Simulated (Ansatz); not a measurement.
Structures of equal composition on the (111)B surface of zinc-blende GaAs (As plane on top): 2x2 Si adatom at H3; 2x2 Si adatom at T4. The slabs share one bottom face, and each structure is named by its start. These are constructed structures in small cells; real faces may alloy, dewet or reconstruct in larger ones, and not all known structures of the face are among them. Slabs of about 14 Å with all that they carry, Fermi-Dirac smearing of 0.025 eV. Bottom of the slabs: H caps. Relaxed from the named starts with such symmetry as they have, on meshes of like density; energies extrapolated to zero smearing; no spin-orbit coupling, no U. Spin-polarised runs, if any, are marked in brackets, and their order is one that fits the cell; the others ran without spin. Where a second, spin-polarised start was run, the lower counts.

Host crystal: zinc-blende GaAs, with a band gap (PBE, scalar-relativistic without spin-orbit coupling).

Calculation: PBE (plane waves to 420 eV, PAW; Ansatz, a quantum-chemistry and plane-wave program).

Put the candidates in order of energy per 1x1 cell, lowest first, for PBE.

2x2 Si adatom at T4 (0.000 eV [spin, 0.8 μB a cell], no gap over 0.04 eV on the mesh), 2x2 Si adatom at H3 (0.049 eV [spin start, no net moment], no gap over 0.04 eV on the mesh)
